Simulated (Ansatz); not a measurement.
The parent structure is Zr in the hcp (Mg type) structure (space group P6_3/mmc, No. 194; a = 3.2443 Å, c = 5.1580 Å; relaxed with 0.1 eV smearing). Axes: x lies along a and z along c of the hexagonal cell.

Method: r2SCAN (Ansatz, an electronic-structure program, PAW, without spin-orbit coupling).

Now apply this change: uniaxial strain ε_xx = −5.23 %, all other strain components held at zero; the atoms relax in the strained cell.

Question: Predict the stress tensor and what it implies for the stiffness.

Answer: Stress of the strained cell less that of the base (GPa, compression positive):
```
    8.3     0.0     0.0
    0.0     4.0     0.0
    0.0     0.0     3.5
```

Then −Δσ_ii/ε with ε = -0.0523 gives secant stiffness values (nonlinear terms included at this strain): C11 ≈ 159 GPa, C12 ≈ 76 GPa and C13 ≈ 68 GPa.

As a check, the harmonic strain energy −½ V₀ Δσ:ε is 32 meV/atom; the computed energy rise is 32 meV/atom.

Stability against distortions was not tested. The final runs are not spin-polarised.
